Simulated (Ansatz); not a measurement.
Subject: the energy of the reaction as written. Reaction: 1/4 cell B + 3/4 H2O (gas) → cell A + 3/8 H2 (gas). The sign is products less reactants.

Cell A: a slab of W (bcc, Im-3m) cut along (110), 7 atoms, oblique cell of 3.18 × 2.76 Å (7.2 Å²), symmetry P1, 11.0 Å thick under 16 Å of vacuum, in-plane vectors held at the crystal's; planes from bottom to top: W × 5 | O | H, its two faces unlike (dipole correction applied); added, foreign or displaced atoms, above the top plane: OH bound through O to 2 W at 2.17 Å; spin state with PBE: run without spin, k-point mesh 18×20×1.
```
W5HO
1.0
    3.18384     0.00000     0.00000
    1.59192     2.25131     0.00000
    0.00000     0.00000    27.31721
W O H
5 1 1
Direct
  0.98201   0.89017   0.29577
  0.48181   0.89009   0.37536
  0.98197   0.89039   0.45809
  0.48056   0.89168   0.54038
  0.97937   0.89662   0.62135
  0.47601   0.38925   0.68252
  0.54233   0.65180   0.69973
```

Cell B: a slab of W (bcc, Im-3m) cut along (110), 22 atoms, oblique cell of 6.37 × 5.51 Å (28.7 Å²), symmetry P1, 11.1 Å thick under 16 Å of vacuum, in-plane vectors held at the crystal's; planes from bottom to top: W4 × 5 | O | H, its two faces unlike (dipole correction applied); added, foreign or displaced atoms, above the top plane: OH bound through O to 2 W at 2.15 Å; spin state with PBE: run without spin, k-point mesh 9×10×1.
```yaml
crystal:
  lattice:
    - [6.36767, 0.00000, 0.00000]
    - [3.18384, 4.50262, 0.00000]
    - [0.00000, 0.00000, 27.31721]
  atoms:
    - { symbol: W, position: [0.99685, 0.98309, 0.29542] }
    - { symbol: W, position: [0.49672, 0.98326, 0.29548] }
    - { symbol: W, position: [0.99691, 0.48345, 0.29553] }
    - { symbol: W, position: [0.49699, 0.48334, 0.29541] }
    - { symbol: W, position: [0.74684, 0.48309, 0.37495] }
    - { symbol: W, position: [0.24656, 0.48334, 0.37493] }
    - { symbol: W, position: [0.74682, 0.98365, 0.37498] }
    - { symbol: W, position: [0.24722, 0.98295, 0.37496] }
    - { symbol: W, position: [0.99622, 0.98378, 0.45768] }
    - { symbol: W, position: [0.49654, 0.98312, 0.45751] }
    - { symbol: W, position: [0.99732, 0.48342, 0.45743] }
    - { symbol: W, position: [0.49744, 0.48268, 0.45771] }
    - { symbol: W, position: [0.74467, 0.48828, 0.54008] }
    - { symbol: W, position: [0.24748, 0.48002, 0.54026] }
    - { symbol: W, position: [0.74920, 0.97831, 0.54037] }
    - { symbol: W, position: [0.24535, 0.98770, 0.54024] }
    - { symbol: W, position: [0.99367, 0.97864, 0.61811] }
    - { symbol: W, position: [0.49559, 0.97799, 0.62291] }
    - { symbol: W, position: [0.99341, 0.49054, 0.62281] }
    - { symbol: W, position: [0.50025, 0.48963, 0.61725] }
    - { symbol: O, position: [0.24436, 0.23113, 0.68277] }
    - { symbol: H, position: [0.28561, 0.34860, 0.70168] }
```

Reference: an isolated H2 molecule (singlet) in a box of 11 × 11 × 13 Å.

Reference: an isolated H2O molecule (singlet) in a box of 11 × 13 × 13 Å.

Plane-wave PAW calculations with Ansatz (a quantum-chemistry and plane-wave program), its PAW set soft_1, cutoff 420 eV, 500 eV for r2SCAN. The structures are at rest with PBE, within the held lattices; other levels are single points on them. Neutral cells; Fermi-Dirac smearing of at most 0.10 eV in the solids, energies taken to zero width. The lattices are those relaxed with PBE, so at other levels the solids can be strained, which adds to the spread. Larger cells are relaxed from a start prepared with the learned potential CHGNet till forces fall under 0.03 eV/Å, which some starts already meet. A dispersion term (D3(BJ), or D4 for r2SCAN) was computed beside these levels and is taken off wherever the name lacks it. Static lattices, no vibrational contributions. No structure search was made; lower ones may exist. Spin-orbit coupling is left out. The d electrons get no Hubbard U. No correction for cell size.

Q: Predict the value from r2SCAN.

A: -0.89 eV, for 1/4 cell B + 3/4 H2O (gas) → cell A + 3/8 H2 (gas).

Q: What do the other levels give, and how wide is the spread?

A: 
```json
[
 {"Level": "PBE", "value (eV)": "-0.68", "less r2SCAN": "0.21"}
]
```

The levels span 0.21 eV, from r2SCAN (-0.89) to PBE (-0.68).
